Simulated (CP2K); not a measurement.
CP2K run on LiBe (P1, 4 atoms in the cell): self-consistent single point.

Method of the run: CP2K with PBEsol, GPW, DZVP-MOLOPT-SR-GTH basis, GTH-PBE potentials (GTH_POTENTIALS).

The change in words: atoms moved at random. Reference geometry:
```yaml
crystal:
  lattice:
    - [2.29599, 0.00000, 0.00000]
    - [0.00000, 3.61277, 0.00000]
    - [-0.40174, 0.00000, 5.51352]
  atoms:
    - { symbol: Li, position: [0.73685, 0.25000, 0.15486] }
    - { symbol: Li, position: [0.26315, 0.75000, 0.84514] }
    - { symbol: Be, position: [0.75642, 0.25000, 0.57617] }
    - { symbol: Be, position: [0.24358, 0.75000, 0.42383] }
```

Reference input (self-consistent single point, DFT PBEsol, GPW, DZVP-MOLOPT-SR-GTH basis, GTH-PBE potentials (GTH_POTENTIALS)): CUTOFF = 600 Ry; REL_CUTOFF = 60 Ry; SMEAR/METHOD = GAUSSIAN; SIGMA = 0.272 eV; KPOINTS/SCHEME = MONKHORST-PACK 11 7 5; XC_FUNCTIONAL = PBE:PBESOL; Li/BASIS_SET = DZVP-MOLOPT-SR-GTH; Li/POTENTIAL = GTH-PBE-q3; Be/BASIS_SET = DZVP-MOLOPT-SR-GTH; Be/POTENTIAL = GTH-PBE-q4; METHOD = GPW; EPS_DEFAULT = 1e-10. This run's input differs from it in these lines:

```diff
@@ -72,6 +72,6 @@
       SCALED
-      Li       0.73685000     0.25000000     0.15486000
-      Li       0.26315000     0.75000000     0.84514000
-      Be       0.75642000     0.25000000     0.57617000
-      Be       0.24358000     0.75000000     0.42383000
+      Li       0.73645000     0.26253900     0.15864800
+      Li       0.27023200     0.74527600     0.84073400
+      Be       0.72507000     0.23680200     0.57462300
+      Be       0.26824800     0.75538300     0.42599500
     &END COORD
```

Output (repeated stretches shortened):

```
 SCF WAVEFUNCTION OPTIMIZATION

  Step     Update method      Time    Convergence         Total energy    Change
     1 NoMix/Diag. 0.20E+00      -     1.11033146       -44.6879322314 -4.47E+01
     2 Broy./Diag. 0.20E+00      -     0.06250408       -43.9022474697  7.86E-01
     3 Broy./Diag. 0.20E+00      -     0.15052484       -43.9433496873 -4.11E-02
     4 Broy./Diag. 0.20E+00      -     0.05692792       -43.9843065827 -4.10E-02
     5 Broy./Diag. 0.20E+00      -     0.02940314       -43.9594301591  2.49E-02
     6 Broy./Diag. 0.20E+00      -     0.00225490       -43.9710528163 -1.16E-02
   [... 2 lines left out ...]
     9 Broy./Diag. 0.20E+00      -     0.00006886       -43.9704711719  4.86E-05
    10 Broy./Diag. 0.20E+00      -     0.00000708       -43.9704998908 -2.87E-05
    11 Broy./Diag. 0.20E+00      -     0.00000561       -43.9704969977  2.89E-06
    12 Broy./Diag. 0.20E+00      -     0.00000023       -43.9704982476 -1.25E-06
  *** SCF run converged in    12 steps ***

  Overlap energy of the core charge distribution:               0.00000000000007
  Self energy of the core charge distribution:                -40.46975281986791
  Core Hamiltonian energy:                                      1.59081886459996
  Hartree energy:                                               3.98706212733732
  Exchange-correlation energy:                                 -9.07731757444091
  Smearing free energy correction:                             -0.00130884499143
  Fermi energy:                                                 0.11458259431986

  Total energy:                                               -43.97049824755526
  Total energy (extrapolated to sigma->0):                    -43.96984382505954

   [... lines left out ...]

 STRESS| Analytical stress tensor [bar]
 STRESS|                        x                   y                   z
 STRESS|      x       -5.42243315999E+03   4.67986704045E+03   5.86451905939E+03
 STRESS|      y        4.67986704045E+03   5.73125478053E+03   1.07950935103E+03
 STRESS|      z        5.86451905939E+03   1.07950935103E+03   1.99585807247E+04
 STRESS| 1/3 Trace                                             6.75580078174E+03
```

The run converged in 12 iterations. Against the reference run the free energy goes up by 12.0 meV/atom, the pressure goes from 0.09 to 0.68 GPa and the largest force goes from 0.074 to 0.576 eV/Å.

The starting cell comes from a database of computed structures (which also holds hypothetical and non-ambient phases and stackings), without a prior relaxation at this level. For this run, on top of that: atoms moved at random. Values carry the incompleteness of an atom-centred basis. The potentials were made for another functional than the one used.
